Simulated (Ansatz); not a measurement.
## Pressure series in NbP

Base system: NbP (space group I4_1md, No. 109; a = 3.320 Å, c = 11.288 Å).

Cell and atoms are relaxed at each pressure.

All numbers come from plane-wave PAW DFT at the PBEsol level (Ansatz, a quantum-chemistry and plane-wave program, 420 eV), no spin-orbit coupling.

```json
[
 {"variant": "base", "c/a ratio": "3.399", "density": "6.61 g/cm³"},
 {"variant": "pressure −1 GPa", "c/a ratio": "3.403", "density": "6.58 g/cm³"},
 {"variant": "pressure 3 GPa", "c/a ratio": "3.390", "density": "6.71 g/cm³"},
 {"variant": "pressure 7 GPa", "c/a ratio": "3.378", "density": "6.83 g/cm³"},
 {"variant": "pressure 15 GPa", "c/a ratio": "3.356", "density": "7.06 g/cm³"},
 {"variant": "pressure 30 GPa", "c/a ratio": "3.318", "density": "7.44 g/cm³"},
 {"variant": "pressure 50 GPa", "c/a ratio": "3.272", "density": "7.88 g/cm³"},
 {"variant": "pressure 75 GPa", "c/a ratio": "3.221", "density": "8.35 g/cm³"},
 {"variant": "pressure 100 GPa", "c/a ratio": "3.174", "density": "8.78 g/cm³"}
]
```

Load acts through the strain it causes; cell and atoms are relaxed under it. No phonon test of stability was made. Competing high-pressure phases were not computed. The final runs are not spin-polarised.
